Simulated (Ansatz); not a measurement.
Levels about the gap of amorphous alumina (Al32O48) (80 atoms in a cell of 917 Å³, 2.95 g/cm³; zone centre alone, so wide bands show as single levels with stretches between that a denser mesh fills), at the geometry that PBE relaxed, where it gives 0.1 GPa on a denser mesh. The participation number counts the atoms over which a state spreads; weights are charges in smoothed Voronoi cells. The levels come from a single point, so bond lengths are those of that geometry. Method of the levels: r2SCAN, scalar-relativistic without spin-orbit coupling (Ansatz, a program for electronic structure). Sampling: the zone centre alone; Fermi-Dirac width 0.02 eV; no spin polarisation. At PBE the levels at the filled edge of the gap are localised (band-tail or defect states), and the nearest spread-out levels lie 4.1 eV apart at the zone centre.

It comes from a melt-quench run on a machine-learned potential (CHGNet), relaxed afterwards by DFT. O atoms were pushed apart under 1.9 Å during the dynamics, to hinder bonds among them. It is the lowest in DFT energy of 2 quenches. It is a model cell: composition and starting density were chosen by hand, and all elements were melted together. No dispersion term was used. Its density started from a set value of 3.04 and ended at 2.95 g/cm³. The quench (nominally 280 K/ps over its main leg) was far faster than any real one, so the model tends to hold more defects than a real film. Values belong to this one cell and scatter from quench to quench. The volume was free in the relaxation, at fixed shape. Stress components on the final sampling reach 1.0 GPa.

```json
[
 {"E - E(highest filled), eV": "-0.41", "filling": "filled", "participation number": "12.6", "largest on": "O, 2 neighbours", "weight O": "0.95", "weight Al": "0.05"},
 {"E - E(highest filled), eV": "-0.35", "filling": "filled", "participation number": "13.7", "largest on": "O, 2 neighbours", "weight O": "0.94", "weight Al": "0.06"},
 {"E - E(highest filled), eV": "-0.31", "filling": "filled", "participation number": "12.6", "largest on": "O, 2 neighbours", "weight O": "0.95", "weight Al": "0.05"},
 {"E - E(highest filled), eV": "-0.18", "filling": "filled", "participation number": "12.8", "largest on": "O, 3 neighbours", "weight O": "0.95", "weight Al": "0.05"},
 {"E - E(highest filled), eV": "-0.15", "filling": "filled", "participation number": "8.9", "largest on": "O, 3 neighbours", "weight O": "0.95", "weight Al": "0.05"},
 {"E - E(highest filled), eV": "-0.10", "filling": "filled", "participation number": "6.1", "largest on": "O, 2 neighbours", "weight O": "0.95", "weight Al": "0.05"},
 {"E - E(highest filled), eV": "0.00", "filling": "filled", "participation number": "7.2", "largest on": "O, 2 neighbours", "weight O": "0.95", "weight Al": "0.05"},
 {"E - E(highest filled), eV": "4.02", "filling": "empty", "participation number": "70.8", "largest on": "Al, 4 neighbours", "weight O": "0.60", "weight Al": "0.40"},
 {"E - E(highest filled), eV": "5.99", "filling": "empty", "participation number": "32.0", "largest on": "O, 3 neighbours", "weight O": "0.60", "weight Al": "0.40"},
 {"E - E(highest filled), eV": "6.07", "filling": "empty", "participation number": "34.0", "largest on": "Al, 4 neighbours", "weight O": "0.61", "weight Al": "0.39"},
 {"E - E(highest filled), eV": "6.21", "filling": "empty", "participation number": "36.4", "largest on": "Al, 4 neighbours", "weight O": "0.62", "weight Al": "0.38"},
 {"E - E(highest filled), eV": "6.33", "filling": "empty", "participation number": "45.3", "largest on": "Al, 4 neighbours", "weight O": "0.64", "weight Al": "0.36"},
 {"E - E(highest filled), eV": "6.61", "filling": "empty", "participation number": "34.6", "largest on": "Al, 4 neighbours", "weight O": "0.60", "weight Al": "0.40"},
 {"E - E(highest filled), eV": "6.77", "filling": "empty", "participation number": "47.8", "largest on": "Al, 4 neighbours", "weight O": "0.62", "weight Al": "0.38"}
]
```

Most localised among these is the filled level at -0.10 eV, on a O atom, which has 2 neighbours (Al 1.69 Å, Al 1.74 Å).
